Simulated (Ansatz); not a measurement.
The starting structures come from a database of crystals and need not be the phases stable at ambient conditions.

 Where the default PAW files enter, the runs use the earlier of Ansatz's two default sets.

Tunnelling through a barrier is set by its complex band structure: the current falls as exp(−2κd) with the smallest κ.

```
Al2O3
1.0
    4.84693     0.00000     0.00000
    0.00000     7.08994     0.00000
    0.00000     0.00000     4.98540
Al O
8 12
Direct
  0.74785   0.39040   0.03051
  0.25215   0.60960   0.96949
  0.75215   0.10960   0.53051
  0.24785   0.89040   0.46949
  0.75215   0.89040   0.96949
  0.24785   0.10960   0.03051
  0.74785   0.60960   0.46949
  0.25215   0.39040   0.53051
  0.89298   0.65400   0.10198
  0.10702   0.34600   0.89802
  0.60702   0.84600   0.60198
  0.39298   0.15400   0.39802
  0.60702   0.15400   0.89802
  0.39298   0.84600   0.10198
  0.89298   0.34600   0.39802
  0.10702   0.65400   0.60198
  0.95060   0.00000   0.25000
  0.04940   0.00000   0.75000
  0.54940   0.50000   0.75000
  0.45060   0.50000   0.25000
```

Space group of this cell: Pbcn. The cell is taken as given; by PBEsol its mean pressure is -5.4 GPa.

Transport runs along the normal of the first two printed cell vectors.

No gap correction and no spin-orbit coupling; mid-gap values are interpolated between computed energies.

Give the band gap and the smallest decay constant κ at mid-gap that PBEsol run with Ansatz (a program for electronic structure) yields.

Gap 5.23 eV on a 6×4×6 mesh; κ = 0.341 1/Å, at the zone centre.
